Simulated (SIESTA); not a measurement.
A self-consistent single point of Ni (Fm-3m, 1 atom in the cell) with SIESTA.

Method: SIESTA with GGA PBE, numerical atomic orbitals TZP, PseudoDojo PBE standard norm-conserving potentials (rewritten from UPF to PSML).

The change in words: lattice scaled by 0.98. Reference geometry:
```
Ni
1.0
    0.00000     1.73712     1.73712
    1.73712     0.00000     1.73712
    1.73712     1.73712     0.00000
Ni
1
Direct
  0.00000   0.00000   0.00000
```
Moments meant for the start (each program seeds them in its own way; μB, in the order of the atoms Ni): 1.0.

Reference input (self-consistent single point, DFT, GGA PBE, numerical atomic orbitals TZP, PseudoDojo PBE standard norm-conserving potentials (rewritten from UPF to PSML)): XC.functional = GGA; XC.authors = PBE; potentials = PseudoDojo PBE standard; PAO.BasisSize = TZP; PAO.EnergyShift = 0.01 Ry; MeshCutoff = 300 Ry; kgrid.MonkhorstPack = 11 11 11; OccupationFunction = FD; ElectronicTemperature = 1160.45 K; Spin = polarized; DM.InitSpin = [1 +1.00]; MaxSCFIterations = 150. This run's input differs from it in these lines:

```diff
@@ -11,5 +11,5 @@
 %block LatticeVectors
-     0.000000000    1.737120000    1.737120000
-     1.737120000    0.000000000    1.737120000
-     1.737120000    1.737120000    0.000000000
+     0.000000000    1.702378000    1.702378000
+     1.702378000    0.000000000    1.702378000
+     1.702378000    1.702378000    0.000000000
 %endblock LatticeVectors
```

The program printed (abridged):

```
        iscf     Eharris(eV)        E_KS(eV)     FreeEng(eV)     dDmax    Ef(eV) dHmax(eV)
   scf:    1    -4552.588182    -4561.163788    -4561.211285  1.763688 -0.800643 12.814757
     spin moment: {S} , |S| = {        0.0        0.0    0.80940 }     0.80940
   scf:    2    -4564.558006    -4562.977825    -4563.026849  0.234028 -1.624219  8.874342
     spin moment: {S} , |S| = {        0.0        0.0    0.75610 }     0.75610
   scf:    3    -4565.065027    -4564.577743    -4564.628175  0.426488 -3.451211  0.238304
     spin moment: {S} , |S| = {        0.0        0.0    0.63149 }     0.63149
   [... lines left out ...]
     spin moment: {S} , |S| = {        0.0        0.0    0.57791 }     0.57791
   scf:   11    -4564.584731    -4564.584743    -4564.633700  0.000290 -3.535037  0.001417
     spin moment: {S} , |S| = {        0.0        0.0    0.57770 }     0.57770
   scf:   12    -4564.584722    -4564.584732    -4564.633700  0.000228 -3.535220  0.000590
     spin moment: {S} , |S| = {        0.0        0.0    0.57755 }     0.57755
   scf:   13    -4564.584723    -4564.584728    -4564.633701  0.000088 -3.535304  0.000394
     spin moment: {S} , |S| = {        0.0        0.0    0.57749 }     0.57749
SCF Convergence by DM+H criterion
max |DM_out - DM_in|         :     0.0000880061
max |H_out - H_in|      (eV) :     0.0003936231
SCF cycle converged after 13 iterations

Using DM_out to compute the final energy and forces

siesta: E_KS(eV) =            -4564.5847

siesta: E_KS - E_eggbox =     -4564.5847

siesta: Atomic forces (eV/Ang):
     1    0.000000   -0.000000    0.000000
   Tot    0.000000   -0.000000    0.000000
   Max    0.000000
   Res    0.000000    sqrt( Sum f_i^2 / 3N )
   Max    0.000000    constrained

Stress tensor Voigt[x,y,z,yz,xz,xy] (kbar):     -192.25     -192.25     -192.25       -0.71       -0.71       -0.71
(Free)E + p*V (eV/cell)    -4563.4497
Target enthalpy (eV/cell)    -4564.6337

siesta: Program's energy decomposition (eV):
siesta: FreeEng =     -4564.633701

siesta: Stress tensor (static) (eV/Ang**3):
   [... lines left out ...]
siesta: Cell volume =          9.867292 Ang**3
siesta:         192.24604142        192.24604142  kBar
   [... lines left out ...]
              0.170   0.170   0.790   0.790   0.885   0.790   0.885  -0.094

             -0.094  -0.078  -0.094  -0.078   0.046   0.046   0.023   0.046

              0.023

mulliken: Qtot =        8.711

Mulliken Atomic Populations:
Atom #   charge [q] valence [e]      Sz [e]  Species
     1     0.000000   18.000000    0.577495  Ni
 Total     0.000000                0.577495
```

The run converged in 13 iterations. Against the reference run the free energy rises by 43.1 meV/atom, the pressure goes from 6.24 to 19.22 GPa and the size of the net moment hardly changes (0.59 to 0.58 μB/atom).

The starting cell has typed, rounded lattice constants, without a prior relaxation at this level. Its lattice was rescaled by a random factor within 2.5 % of one. For this run, on top of that: lattice scaled by 0.98. With one magnetic atom in the cell only a parallel order is possible. Values carry the incompleteness of an atom-centred basis. With a pressure of about 19 GPa the cell is away from its equilibrium volume at this level.
